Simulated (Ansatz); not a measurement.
Start from MoP (space group P-6m2, No. 187; a = 3.2076 Å, c = 3.1727 Å; relaxed with 0.1 eV smearing).

Method: PBEsol (Ansatz, a first-principles code, PAW, no spin-orbit coupling).

For the base:

| Property | Result |
|---|---|
| Pressure | 0.0 GPa |

Perturbation: an isotropic linear strain of +0.94 %, atoms relaxed at fixed cell.

**Question.** What does the calculation give for the energy relative to the base and pressure after the change?

**Answer.** The energy grows by 8.2 meV/atom; the pressure (mean of the normal stresses, compression positive) goes from zero to -6.4 GPa.

Whether these cells are dynamically stable was not tested. All final runs are without spin polarisation. An odd electron count without spin: MoP.
